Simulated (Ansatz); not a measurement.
Abridged Ansatz (an electronic-structure program) output:

```
Pseudopotential: Mg, paw, valence charge 10
Pseudopotential: Sn, paw, valence charge 14
Pseudopotential: O, paw, valence charge 6
Crystal: 5 atoms, lattice volume = 83.902 Å³
Basis set: ecut = 500 eV, 2103 PW (Γ), exchange–correlation on 128×128×128 points (64 copies of the dense FFT grid, shifted against one another)
Bands: 30, of which v1, the nominal top of the filled ones, is band 25 counted from 1 (24 counted from 0)
Symmetry: 48 space group operations
k-points: 56 of 1331
Functional: x = r2scan, c = r2scan; τ floored in thin density (d = 2e-4 eV/Å³)
SCF iter   1: F=—  HF=-12389.403680 eV  |F-HF|=—  |Δ(HF+E_count)|=         —  Δρ=8.62e-3  dr2=8.65e-2  dr2_τ=4.65e-2  ethr=1.77e-3  ⟨swp⟩=6.9  Hψ=7607  notcnv=0
SCF iter   2: F=—  HF=-12389.548093 eV  |F-HF|=—  |Δ(HF+E_count)|=   1.44e-1  Δρ=5.49e-3  dr2=4.13e-2  dr2_τ=8.94e-4  ethr=1.73e-4  ⟨swp⟩=3.2  Hψ=3720  notcnv=0  defer=31
SCF 1 converged in 9 iterations: F = -12389.543710 eV  dr2 = 2.01e-10
SCF converged after 9 iterations
Free energy (F): -12389.543710 eV
Internal energy: -12389.541501 eV  (E = F + TS)
E sigma→0 (E₀):  -12389.542606 eV
Entropy (-TS):   -0.002208 eV (-0.442 meV/atom)
Fermi energy:    9.673525 eV
--- Forces (eV/Å), atoms counted from 1 ---
  atom   1  Mg     0.00000000     0.00000000    -0.00000000
  atom   2  Mg    -0.00000000    -0.00000000     0.00000000
  atom   3  Mg    -0.00000000     0.00000000     0.00000000
  atom   4  Sn    -0.00000000     0.00000000    -0.00000000
  atom   5  O     -0.00000000     0.00000000     0.00000000
--- Stress (GPa, compression-positive) ---
       -1.688831       0.000000       0.000000
        0.000000      -1.688831       0.000000
        0.000000       0.000000      -1.688831
  P = ⅓ Tr σ = -1.6888 GPa (-16.888 kbar)
```

**Question.** What was computed, and what are the main results?

**Answer.** Mg3SnO, 5 atoms in the cell, with r2SCAN, PAW, 500 eV (Ansatz; spin-orbit coupling left out). The last SCF converged to F = -12389.543710 eV, or -2477.9087 eV per atom, at a pressure of -1.69 GPa. The total energy compares only with runs of the same code, potentials and settings.

Single points use the geometry relaxed with PBEsol. The cells carry an imposed strain or load. Whether these cells are dynamically stable was not tested. The final runs are not spin-polarised. The cell was made from Mg3SnO in the anti-perovskite structure (space group Pm-3m, No. 221; a hypothetical phase, not in the database extracts checked) by this change: isotropic strain +0.71 %.
